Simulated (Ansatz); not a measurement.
Input:

End structure of Ru on a Cu site (surface) in a 3x3 cell of the 1x1 (100) surface of fcc Cu:

```yaml
crystal:
  lattice:
    - [7.70039, 0.00000, 0.00000]
    - [0.00000, 7.70039, 0.00000]
    - [0.00000, 0.00000, 24.50000]
  atoms:
    - { symbol: Cu, position: [0.16667, 0.16667, 0.39086] }
    - { symbol: Cu, position: [0.16667, 0.50000, 0.39086] }
    - { symbol: Cu, position: [0.16667, 0.83333, 0.39086] }
    - { symbol: Cu, position: [0.50000, 0.16667, 0.39086] }
    - { symbol: Cu, position: [0.50000, 0.50000, 0.39086] }
    - { symbol: Cu, position: [0.50000, 0.83333, 0.39086] }
    - { symbol: Cu, position: [0.83333, 0.16667, 0.39086] }
    - { symbol: Cu, position: [0.83333, 0.50000, 0.39086] }
    - { symbol: Cu, position: [0.83333, 0.83333, 0.39086] }
    - { symbol: Cu, position: [0.00000, 0.00000, 0.46255] }
    - { symbol: Cu, position: [0.00000, 0.33374, 0.46276] }
    - { symbol: Cu, position: [0.00000, 0.66626, 0.46276] }
    - { symbol: Cu, position: [0.33374, 0.00000, 0.46276] }
    - { symbol: Cu, position: [0.33309, 0.33309, 0.46279] }
    - { symbol: Cu, position: [0.33309, 0.66690, 0.46279] }
    - { symbol: Cu, position: [0.66626, 0.00000, 0.46276] }
    - { symbol: Cu, position: [0.66690, 0.33309, 0.46279] }
    - { symbol: Cu, position: [0.66690, 0.66690, 0.46279] }
    - { symbol: Cu, position: [0.16673, 0.16673, 0.53731] }
    - { symbol: Cu, position: [0.16671, 0.50000, 0.53759] }
    - { symbol: Cu, position: [0.16673, 0.83327, 0.53731] }
    - { symbol: Cu, position: [0.50000, 0.16671, 0.53759] }
    - { symbol: Cu, position: [0.50000, 0.50000, 0.53783] }
    - { symbol: Cu, position: [0.50000, 0.83329, 0.53759] }
    - { symbol: Cu, position: [0.83327, 0.16673, 0.53731] }
    - { symbol: Cu, position: [0.83329, 0.50000, 0.53759] }
    - { symbol: Cu, position: [0.83327, 0.83327, 0.53731] }
    - { symbol: Ru, position: [0.00000, 0.00000, 0.61142] }
    - { symbol: Cu, position: [0.00000, 0.33493, 0.61018] }
    - { symbol: Cu, position: [0.00000, 0.66507, 0.61018] }
    - { symbol: Cu, position: [0.33493, 0.00000, 0.61018] }
    - { symbol: Cu, position: [0.33294, 0.33294, 0.60996] }
    - { symbol: Cu, position: [0.33294, 0.66706, 0.60996] }
    - { symbol: Cu, position: [0.66507, 0.00000, 0.61018] }
    - { symbol: Cu, position: [0.66706, 0.33294, 0.60996] }
    - { symbol: Cu, position: [0.66706, 0.66706, 0.60996] }
```

Set-up: 36 atoms, 5.3 Å thick at the start (thin: gaps and levels are the slab's own); mesh 4x4x1; 0.1 eV smearing; dipole correction on; 9 atoms held, the rest relaxed; symmetry of the start imposed; no spin, no spin-orbit, no U.

**Question.** Estimate the change of the step from the bottom to the top vacuum level, against the clean slab that PBE (Ansatz, a program for electronic structure) returns for this input.

**Answer.** 0.11 eV

**Question.** Give the formation energy against fcc Cu, hcp Ru at the level PBE.

**Answer.** 1.73 eV

**Question.** Give the work function of the top face at the level PBE.

**Answer.** 4.65 eV

**Question.** What is the computed change of the work function (PBE)?

**Answer.** 0.10 eV
